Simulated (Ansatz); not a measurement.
## A computed series for PbZrO3: element substitutions

Base system: PbZrO3 in the cubic perovskite structure (space group Pm-3m, No. 221; a cell from a computed database, its experimental status unchecked).

```
CELL_PARAMETERS angstrom
      4.14129     0.00000     0.00000
      0.00000     4.14129     0.00000
      0.00000     0.00000     4.14129
ATOMIC_POSITIONS crystal
  Zr 0.00000 0.00000 0.00000
  Pb 0.50000 0.50000 0.50000
  O  0.50000 0.00000 0.00000
  O  0.00000 0.50000 0.00000
  O  0.00000 0.00000 0.50000
```

Each row replaces one element on all its sites; cell and atoms are relaxed.

Calculations: DFT with PBEsol, PAW potentials and a 420 eV plane-wave cutoff in Ansatz (a quantum-chemistry and plane-wave program), scalar-relativistic without spin-orbit coupling.

| variant | band gap | lattice parameter a |
|---|---|---|
| base | 2.34 eV | 4.141 Å |
| O → Te | zero | 5.534 Å |
| Pb → Sn | 1.69 eV | 4.129 Å |
| Pb → Si | … | … |

**Question.** Complete the table.

**Answer.** 
- Pb → Si, band gap: 1.24 eV
- Pb → Si, lattice parameter a: 4.079 Å

Spin-orbit coupling, missing from the scalar runs, can matter with Pb. No phonon test of stability was made. As relaxed here, ZrPbTe3, ZrSnO3 and ZrSiO3 are hypothetical phases, not in the database extracts checked. The final runs are not spin-polarised. Many cubic perovskites are stable only at high temperature; tilts and polar distortions were not tested. ZrPbTe3 has a high density of states at the Fermi level and may be magnetic at this level.
